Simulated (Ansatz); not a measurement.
Partial pair distribution functions of a relaxed model of amorphous Si$_{30}$N$_{41}$Al, broadened by 0.06 Å; density 2.96 g/cm³. All values below come from PBE, scalar-relativistic without spin-orbit coupling (plane waves to 420 eV, PAW; Ansatz, a quantum-chemistry and plane-wave program).

It comes from a melt-quench run on a machine-learned potential (CHGNet), relaxed afterwards by DFT. N atoms were pushed apart under 1.9 Å during the dynamics, to hinder bonds among them. The hot cell started wider than the set density and was brought back towards it in steps. It is the lowest in DFT energy of 2 quenches. It is a model cell: composition and starting density were chosen by hand, and all elements were melted together. No dispersion term was used. Its density started from a set value of 2.96 and ended at 2.96 g/cm³. The simulated quench (nominally 300 K/ps over its main leg) is rapid and tends to freeze in more defects than a deposited or slowly cooled glass has. Values belong to this one cell and scatter from quench to quench. The volume was held where the preparation left it and the shape relaxed, at a PBE pressure of -2.2 GPa (tension). Stress components on the final sampling reach 2.3 GPa.

```json
[
 {"r (Å)": "1.45", "g Si-N": "0.00", "g N-Al": "0.00", "g Si-Si": "0.00", "g N-N": "0.00"},
 {"r (Å)": "1.55", "g Si-N": "0.20", "g N-Al": "0.00", "g Si-Si": "0.00", "g N-N": "0.00"},
 {"r (Å)": "1.65", "g Si-N": "3.45", "g N-Al": "0.00", "g Si-Si": "0.00", "g N-N": "0.00"},
 {"r (Å)": "1.75", "g Si-N": "10.70", "g N-Al": "0.35", "g Si-Si": "0.00", "g N-N": "0.00"},
 {"r (Å)": "1.85", "g Si-N": "5.35", "g N-Al": "4.55", "g Si-Si": "0.00", "g N-N": "0.00"},
 {"r (Å)": "1.95", "g Si-N": "0.48", "g N-Al": "8.39", "g Si-Si": "0.00", "g N-N": "0.00"},
 {"r (Å)": "2.05", "g Si-N": "0.01", "g N-Al": "3.19", "g Si-Si": "0.00", "g N-N": "0.00"},
 {"r (Å)": "2.15", "g Si-N": "0.01", "g N-Al": "0.21", "g Si-Si": "0.00", "g N-N": "0.00"},
 {"r (Å)": "2.25", "g Si-N": "0.06", "g N-Al": "0.69", "g Si-Si": "0.07", "g N-N": "0.01"},
 {"r (Å)": "2.35", "g Si-N": "0.03", "g N-Al": "1.86", "g Si-Si": "0.59", "g N-N": "0.20"},
 {"r (Å)": "2.45", "g Si-N": "0.01", "g N-Al": "0.31", "g Si-Si": "0.81", "g N-N": "0.63"},
 {"r (Å)": "2.55", "g Si-N": "0.05", "g N-Al": "0.00", "g Si-Si": "0.62", "g N-N": "1.10"},
 {"r (Å)": "2.65", "g Si-N": "0.04", "g N-Al": "0.00", "g Si-Si": "0.37", "g N-N": "1.67"},
 {"r (Å)": "2.75", "g Si-N": "0.15", "g N-Al": "0.00", "g Si-Si": "1.09", "g N-N": "2.73"},
 {"r (Å)": "2.85", "g Si-N": "0.24", "g N-Al": "0.01", "g Si-Si": "2.38", "g N-N": "3.64"},
 {"r (Å)": "2.95", "g Si-N": "0.41", "g N-Al": "0.43", "g Si-Si": "2.88", "g N-N": "3.23"},
 {"r (Å)": "3.05", "g Si-N": "0.51", "g N-Al": "1.69", "g Si-Si": "2.66", "g N-N": "2.20"},
 {"r (Å)": "3.15", "g Si-N": "0.63", "g N-Al": "1.10", "g Si-Si": "2.12", "g N-N": "1.34"},
 {"r (Å)": "3.25", "g Si-N": "0.91", "g N-Al": "0.09", "g Si-Si": "1.71", "g N-N": "0.87"},
 {"r (Å)": "3.35", "g Si-N": "1.02", "g N-Al": "0.00", "g Si-Si": "1.26", "g N-N": "0.65"},
 {"r (Å)": "3.45", "g Si-N": "0.88", "g N-Al": "0.00", "g Si-Si": "0.88", "g N-N": "0.45"},
 {"r (Å)": "3.55", "g Si-N": "1.22", "g N-Al": "0.07", "g Si-Si": "0.26", "g N-N": "0.51"},
 {"r (Å)": "3.65", "g Si-N": "1.54", "g N-Al": "0.87", "g Si-Si": "0.21", "g N-N": "0.37"},
 {"r (Å)": "3.75", "g Si-N": "1.44", "g N-Al": "1.46", "g Si-Si": "0.54", "g N-N": "0.34"},
 {"r (Å)": "3.85", "g Si-N": "1.36", "g N-Al": "1.68", "g Si-Si": "0.39", "g N-N": "0.47"},
 {"r (Å)": "3.95", "g Si-N": "1.37", "g N-Al": "2.16", "g Si-Si": "0.40", "g N-N": "0.57"},
 {"r (Å)": "4.05", "g Si-N": "1.48", "g N-Al": "2.01", "g Si-Si": "0.73", "g N-N": "0.87"},
 {"r (Å)": "4.15", "g Si-N": "1.43", "g N-Al": "1.09", "g Si-Si": "0.92", "g N-N": "0.73"},
 {"r (Å)": "4.25", "g Si-N": "1.46", "g N-Al": "0.96", "g Si-Si": "1.11", "g N-N": "0.48"},
 {"r (Å)": "4.35", "g Si-N": "1.30", "g N-Al": "1.26", "g Si-Si": "1.10", "g N-N": "0.53"},
 {"r (Å)": "4.45", "g Si-N": "1.20", "g N-Al": "1.66", "g Si-Si": "0.72", "g N-N": "0.75"},
 {"r (Å)": "4.55", "g Si-N": "1.31", "g N-Al": "1.43", "g Si-Si": "0.90", "g N-N": "0.95"}
]
```

Within 2.06 Å each Si has 4.00 N neighbours on average.
